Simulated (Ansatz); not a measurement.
Here is the system:

```xyz
6
Lattice="-2.1763 2.1109 3.2477 2.1753 -2.1982 3.3044 2.2076 2.2295 -3.3050" Properties=species:S:1:pos:R:3 pbc="T T T"
B      2.1921    -0.0121     1.6367
P     -0.0022     0.0078     0.0069
O      1.1152     0.6204     0.8675
O      0.6709     3.2192    -0.8733
O      1.0483     1.5042     4.0398
O      1.5800    -1.0612     2.4542
```

No spin polarisation.

A single point on BPO4 with a change (strain tensor (xx, yy, zz, yz, xz, xy) = (+0.10, −0.87, −1.72, −1.31, −0.02, +0.72) %), its geometry relaxed with PBEsol.

All numbers come from Kohn–Sham DFT with the r2SCAN functional, run in Ansatz (a program for electronic structure) with PAW and 500 eV plane waves, scalar-relativistic without spin-orbit coupling. k-mesh 11×11×11 (Γ-centred); smearing 0.05 eV (Fermi–Dirac).

Problem. Estimate the pressure.

Solution. -0.69 GPa.

Problem. What is the computed width of the top valence band?

Solution. 0.32 eV.

Problem. Predict the band gap.

Solution. 8.16 eV.

Problem. Estimate the smallest direct gap.

Solution. 8.48 eV.

Single points use the geometry relaxed with PBEsol. Whether these cells are dynamically stable was not tested. The cell was made from BPO4 (space group I-4, No. 82) by this change: strain tensor (xx, yy, zz, yz, xz, xy) = (+0.10, −0.87, −1.72, −1.31, −0.02, +0.72) %.
